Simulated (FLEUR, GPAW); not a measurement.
A GPAW input for a self-consistent single point of FeO (Fm-3m, 4 atoms in the cell) (DFT PBE, plane waves, GPAW PAW datasets PBE (gpaw-data 1.0.1)):

```python
from ase import Atoms
from ase.units import GPa
from gpaw import GPAW

atoms = Atoms(['Fe', 'Fe', 'O', 'O'],
              cell=[[4.436951, 2.218476, 2.218476],
                    [2.218476, 4.436951, 2.218476],
                    [2.218476, 2.218476, 4.436951]],
              scaled_positions=[[0.000000, 0.000000, 0.000000],
                                [0.500000, 0.500000, 0.500000],
                                [0.250000, 0.250000, 0.250000],
                                [0.750000, 0.750000, 0.750000]],
              pbc=True)

atoms.set_initial_magnetic_moments([4.0, -4.0, 0.0, 0.0])

calc = GPAW(spinpol=True,
            mode={'name': 'pw', 'ecut': 900},
            xc='PBE',
            kpts=(7, 7, 7),
            occupations={'name': 'fermi-dirac', 'width': 0.01},
            nbands=-4,
            convergence={'forces': 0.001, 'bands': -2},
            symmetry={'symmorphic': False, 'tolerance': 0.0005},
            maxiter=100)

atoms.calc = calc

energy = atoms.get_potential_energy()
print('Energy (eV):', round(energy, 6))
forces = atoms.get_forces()
print('Forces (eV/Ang):')
print(forces.round(5))
stress = atoms.get_stress()
print('Stress (GPa, Voigt):', (stress / GPa).round(4))
```

Task: Write the same calculation as an input for FLEUR.

Result: One input that does it (others would too):

Input of the input generator:

```
FeO crystal
&input film=f /
8.3846222184 4.1923120541 4.1923120541
4.1923120541 8.3846222184 4.1923120541
4.1923120541 4.1923120541 8.3846222184
1.0
1.0 1.0 1.0

4
26 0.0000000000 0.0000000000 0.0000000000 : 4.00
26 0.5000000000 0.5000000000 0.5000000000 : -4.00
8 0.2500000000 0.2500000000 0.2500000000 : 0.00
8 0.7500000000 0.7500000000 0.7500000000 : 0.00

&comp jspins=2 /
&kpt div1=7 div2=7 div3=7 /
&end /
```

```xml
<?xml version="1.0" encoding="UTF-8" standalone="no"?>
<fleurInput fleurInputVersion="0.39">
   <comment>
      FeO crystal                                                                                         
   </comment>
   <calculationSetup>
      <cutoffs Kmax="4.4" Gmax="17.6" GmaxXC="17.6" numbands="0"/>
      <scfLoop itmax="60" minDistance="0.00001" maxIterBroyd="25" imix="Anderson" alpha="0.05" precondParam="0.0" spinf="2.0"/>
      <coreElectrons ctail="T" frcor="F" kcrel="0" coretail_lmax="0"/>
      <xcFunctional name="pbe" relativisticCorrections="F"/>
      <magnetism jspins="2"/>
      <soc l_soc="F" theta="0.0" phi="0.0" spav="F"/>
      <expertModes spex="0" secvar="F"/>
      <geometryOptimization l_f="T" forcealpha="1.0" forcemix="BFGS" epsdisp="0.00001" epsforce="0.00001"/>
      <ldaU l_linMix="F" mixParam="0.05" spinf="1.0"/>
   </calculationSetup>
   <cell>
      <bzIntegration valenceElectrons="44.0" mode="hist" fermiSmearingEnergy="0.00036749">
         <kPointListSelection listName="default-1"/>
         <!-- k-points included here -->
         <xi:include xmlns:xi="http://www.w3.org/2001/XInclude" href="kpts.xml"> </xi:include>
      </bzIntegration>
      <!-- symmetry operations included here -->
      <xi:include xmlns:xi="http://www.w3.org/2001/XInclude" href="sym.xml"> </xi:include>
      <bulkLattice scale="1.0">
         <bravaisMatrix>
            <row-1>    8.3846222184000005     4.1923120541000003     4.1923120541000003</row-1>
            <row-2>    4.1923120541000003     8.3846222184000005     4.1923120541000003</row-2>
            <row-3>    4.1923120541000003     4.1923120541000003     8.3846222184000005</row-3>
         </bravaisMatrix>
      </bulkLattice>
   </cell>
   <atomSpecies>
      <species name="Iron (Fe) 4.000" element="Fe" atomicNumber="26">
         <mtSphere radius="2.45" gridPoints="863" logIncrement="0.014"/>
         <atomicCutoffs lmax="10" lnonsphr="8"/>
         <electronConfig flipSpins="F">
            <coreConfig>(1s1/2) (2s1/2) (2p1/2) (2p3/2)</coreConfig>
            <valenceConfig>(3s1/2) (3p1/2) (3p3/2) (4s1/2) (3d3/2) (3d5/2)</valenceConfig>
            <stateOccupation state="(3d3/2)" spinUp="2.0" spinDown="0.4"/>
            <stateOccupation state="(3d5/2)" spinUp="3.0" spinDown="0.6"/>
         </electronConfig>
         <energyParameters s="4" p="4" d="3" f="4"/>
         <lo type="SCLO" l="0" n="3" eDeriv="0"/>
         <lo type="SCLO" l="1" n="3" eDeriv="0"/>
      </species>
      <species name="Iron (Fe) -4.000" element="Fe" atomicNumber="26">
         <mtSphere radius="2.45" gridPoints="863" logIncrement="0.014"/>
         <atomicCutoffs lmax="10" lnonsphr="8"/>
         <electronConfig flipSpins="F">
            <coreConfig>(1s1/2) (2s1/2) (2p1/2) (2p3/2)</coreConfig>
            <valenceConfig>(3s1/2) (3p1/2) (3p3/2) (4s1/2) (3d3/2) (3d5/2)</valenceConfig>
            <stateOccupation state="(3d3/2)" spinUp="0.4" spinDown="2.0"/>
            <stateOccupation state="(3d5/2)" spinUp="0.6" spinDown="3.0"/>
         </electronConfig>
         <energyParameters s="4" p="4" d="3" f="4"/>
         <lo type="SCLO" l="0" n="3" eDeriv="0"/>
         <lo type="SCLO" l="1" n="3" eDeriv="0"/>
      </species>
      <species name="Oxygen (O)" element="O" atomicNumber="8">
         <mtSphere radius="1.39" gridPoints="489" logIncrement="0.022"/>
         <atomicCutoffs lmax="6" lnonsphr="4"/>
         <electronConfig flipSpins="F">
            <coreConfig>(1s1/2)</coreConfig>
            <valenceConfig>(2s1/2) (2p1/2) (2p3/2)</valenceConfig>
            <stateOccupation state="(2p1/2)" spinUp="0.6666666667" spinDown="0.6666666667"/>
            <stateOccupation state="(2p3/2)" spinUp="1.333333333" spinDown="1.333333333"/>
         </electronConfig>
         <energyParameters s="2" p="2" d="3" f="4"/>
      </species>
   </atomSpecies>
   <atomGroups>
      <atomGroup species="Iron (Fe) 4.000">
         <relPos label="                   1">.0000000000 .0000000000 .0000000000</relPos>
         <force calculate="T" relaxXYZ="TTT"/>
      </atomGroup>
      <atomGroup species="Iron (Fe) -4.000">
         <relPos label="                   2">1.000/2.000 1.000/2.000 1.000/2.000</relPos>
         <force calculate="T" relaxXYZ="TTT"/>
      </atomGroup>
      <atomGroup species="Oxygen (O)">
         <relPos label="                   3">1.000/4.000 1.000/4.000 1.000/4.000</relPos>
         <relPos label="                   4">-1.000/4.000 -1.000/4.000 -1.000/4.000</relPos>
         <force calculate="T" relaxXYZ="TTT"/>
      </atomGroup>
   </atomGroups>
   <output dos="F" band="F" slice="F">
      <checks vchk="F" cdinf="F"/>
      <bandDOS minEnergy="-.5*Htr" maxEnergy="0.5*Htr" sigma="0.015" storeEVData="T"/>
      <vacuumDOS vacdos="F" integ="F" star="F" nstars="0" locx1="0.0" locy1="0.0" locx2="0.0" locy2="0.0" nstm="0" tworkf="0.0"/>
      <unfoldingBand unfoldBand="F" supercellX="1" supercellY="1" supercellZ="1"/>
      <plotting iplot="0" polar="F">
         <plot TwoD="T" vec1="  1.0  0.0  0.0" vec2="  0.0  1.0  0.0" vec3="  0.0  0.0  1.0" zero="  0.0  0.0  0.0" file="plot"/>
      </plotting>
      <chargeDensitySlicing numkpt="0" minEigenval="0.0" maxEigenval="0.0" nnne="0" pallst="F"/>
      <specialOutput eonly="F"/>
      <magneticCircularDichroism mcd="F" energyLo="-10.0" energyUp="0.0"/>
   </output>
  <!-- We include the file relax.xml here to enable relaxations (see documentation) -->
  <xi:include xmlns:xi="http://www.w3.org/2001/XInclude" href="relax.xml"> <xi:fallback/> </xi:include>
</fleurInput>
```

Basis, cutoffs, solver keys and any potentials are the target program's own. This input uses DFT, PBE, all-electron FLAPW (FLEUR), scalar-relativistic valence. Both were run: size of the net moment 0.00 μB/atom in GPAW and 0.00 in FLEUR.

On FLEUR: the starting cell has typed, rounded lattice constants, without a prior relaxation at this level. Its lattice was rescaled by a random factor within 2.5 % of one. The magnetic order is the one reached from the typed start; others were not searched systematically. Values depend on the basis (sphere radii, cutoffs, local orbitals), which need not be converged.

On GPAW: the starting cell has typed, rounded lattice constants, without a prior relaxation at this level. Its lattice was rescaled by a random factor within 2.5 % of one. The magnetic order is the one reached from the typed start; others were not searched systematically.
